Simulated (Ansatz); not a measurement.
Start from Rb in the bcc (W type) structure (space group Im-3m, No. 229; relaxed with 0.1 eV smearing).

```xyz
1
Lattice="-2.7856 2.7856 2.7856 2.7856 -2.7856 2.7856 2.7856 2.7856 -2.7856" Properties=species:S:1:pos:R:3 pbc="T T T"
Rb     0.0000     0.0000     0.0000
```

Cartesian axes are those of the cell as printed.

All numbers come from Ansatz (an electronic-structure program), PBEsol, PAW, cutoff 420 eV, no spin-orbit coupling.

Modification: uniaxial strain ε_zz = −2.50 %, all other strain components held at zero, atoms relaxed at fixed cell.

Question: Estimate the effect on the energy relative to the base and stress.

Answer: The energy grows by 0.6 meV/atom; the stress (xx, yy, zz, yz, xz, xy; compression positive) amounts to (0.1, 0.1, 0.1, 0.0, 0.0, 0.0) GPa.

No phonon test of stability was made. All final runs are without spin polarisation.
